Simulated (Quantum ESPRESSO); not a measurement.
## Cost against accuracy: ecutwfc for MgZn5 (R32, 6 atoms in the cell)

```
CELL_PARAMETERS angstrom
      2.38106     1.37471     4.63556
     -2.38106     1.37471     4.63556
      0.00000    -2.74942     4.63556
ATOMIC_POSITIONS crystal
  Mg 0.50000 0.50000 0.50000
  Zn 0.00000 0.67071 0.32929
  Zn 0.32929 0.00000 0.67071
  Zn 0.67071 0.32929 0.00000
  Zn 0.83628 0.83628 0.83628
  Zn 0.16372 0.16372 0.16372
```

Level of theory: PBEsol, GBRV 1.5 ultrasoft (PBESOL) pseudopotentials (plane waves; Quantum ESPRESSO).

Base settings: ecutwfc = 50 Ry; ecutrho = 250 Ry; occupations = smearing; smearing = mp; degauss = 0.0036749 Ry; potentials = {Mg: mg_pbesol_v1.4.uspp.F.UPF, Zn: zn_pbesol_v1.uspp.F.UPF}; K_POINTS = automatic 5 5 5 0 0 0; conv_thr = 1e-10 Ry; mixing_beta = 0.7.

Misses are taken against the tightest run, 100 Ry (ecutrho: 250 Ry → 500 Ry), which need not be fully converged itself. The energy is the free energy per atom.

The count of work is k-points × plane waves × bands × iterations; it is no time, and leaves out set-up, grids and terms that scale otherwise. Core times come from one kind of shared machine and are given to one figure; runs under 30 s give none.

The starting cell comes from a database of computed structures (which also holds hypothetical and non-ambient phases and stackings), without a prior relaxation at this level.

The runs (ecutwfc): 20 Ry (ecutrho: 250 Ry → 100 Ry) | 25 Ry (ecutrho: 250 Ry → 125 Ry) | 30 Ry (ecutrho: 250 Ry → 150 Ry) | 35 Ry (ecutrho: 250 Ry → 175 Ry) | 40 Ry (ecutrho: 250 Ry → 200 Ry) | 45 Ry (ecutrho: 250 Ry → 225 Ry) | 50 Ry | 57 Ry (ecutrho: 250 Ry → 285 Ry) | 65 Ry (ecutrho: 250 Ry → 325 Ry) | 75 Ry (ecutrho: 250 Ry → 375 Ry) | 88 Ry (ecutrho: 250 Ry → 440 Ry) | 100 Ry (ecutrho: 250 Ry → 500 Ry).

### Question
Which is the coarsest setting among those run that, with all tighter ones, holds the energy within 20 meV/atom of the reference, and what does it save?

### Answer
57 Ry (ecutrho: 250 Ry → 285 Ry), off by 17 meV/atom; it needs 0.43 of the reference's count of work and about 0.3 of the reference's time.

### Question
Which is the coarsest setting among those run that, with all tighter ones, holds the energy within 5 meV/atom of the reference, and what does it save?

### Answer
88 Ry (ecutrho: 250 Ry → 440 Ry), off by 1.1 meV/atom; its saving against the reference is no more than about a factor of 2 in the count of work.

### Question
What does the step from 35 Ry (ecutrho: 250 Ry → 175 Ry) to 75 Ry (ecutrho: 250 Ry → 375 Ry) buy?

### Answer
It takes the miss in the energy from 80 to 6.7 meV/atom, for 3.1 times the count of work and roughly 3 times the time.

| ecutwfc | energy less reference (meV/atom) | pressure less reference (GPa) | largest difference in the force on any atom (eV/Å) | count of work / reference | core time / reference (rough) |
|---|---|---|---|---|---|
| 20 Ry (ecutrho: 250 Ry → 100 Ry) | 26754.73 | -1259.59 | 0.387 | 0.098 | – |
| 25 Ry (ecutrho: 250 Ry → 125 Ry) | 4814.01 | -302.09 | 0.013 | 0.11 | – |
| 30 Ry (ecutrho: 250 Ry → 150 Ry) | 696.29 | -61.73 | 0.002 | 0.15 | – |
| 35 Ry (ecutrho: 250 Ry → 175 Ry) | 80.46 | -7.03 | 0.001 | 0.21 | 0.2 |
| 40 Ry (ecutrho: 250 Ry → 200 Ry) | 39.83 | 0.12 | 0.000 | 0.23 | 0.2 |
| 45 Ry (ecutrho: 250 Ry → 225 Ry) | 34.99 | -0.55 | 0.000 | 0.30 | 0.3 |
| 50 Ry | 23.05 | -0.56 | 0.000 | 0.35 | 0.3 |
| 57 Ry (ecutrho: 250 Ry → 285 Ry) | 16.53 | 0.08 | 0.000 | 0.43 | 0.3 |
| 65 Ry (ecutrho: 250 Ry → 325 Ry) | 15.08 | -0.10 | 0.000 | 0.53 | 0.4 |
| 75 Ry (ecutrho: 250 Ry → 375 Ry) | 6.68 | -0.32 | 0.000 | 0.65 | 0.5 |
| 88 Ry (ecutrho: 250 Ry → 440 Ry) | 1.07 | 0.09 | 0.000 | 0.83 | 0.8 |
| 100 Ry (ecutrho: 250 Ry → 500 Ry) | 0.00 | 0.00 | 0.000 | 1.0 | 1 |
